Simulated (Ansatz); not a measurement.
**Hypothetical zinc blende BiP under a change: uniaxial strain ε_yy = −2.52 %**

Base system: BiP in the zinc blende structure (space group F-43m, No. 216; a = 6.5024 Å; a hypothetical phase, not in the database extracts checked; relaxed with 0.1 eV smearing). Axes: x, y, z lie along the cube axes.

Now apply this change: uniaxial strain ε_yy = −2.52 %, all other strain components held at zero; the atoms relax in the strained cell.

Computed with PBE (Ansatz, a quantum-chemistry and plane-wave program), without spin-orbit coupling. Γ-centred 15×15×15 mesh, Fermi–Dirac width 0.1 eV.

| quantity | base | changed | shift |
|---|---|---|---|
| volume per atom | 34.37 Å³ | 33.50 Å³ | -0.87 Å³ |
| space group | F-43m (No. 216) | I-4m2 (No. 119) | – |
| shortest interatomic distance | 2.816 Å | 2.792 Å | -0.0235 Å |
| energy relative to the base (free energy F) | 0 meV/atom | +2.8 meV/atom | +2.8 meV/atom |
| pressure (mean of the normal stresses, compression positive) | 0.0 GPa | 1.1 GPa | +1.1 GPa |
| band gap | zero | zero | – |
| stress (xx, yy, zz, yz, xz, xy; compression positive) | – | (1.2, 1.0, 1.2, 0.0, 0.0, 0.0) GPa | – |

Whether these cells are dynamically stable was not tested. The final runs are not spin-polarised.
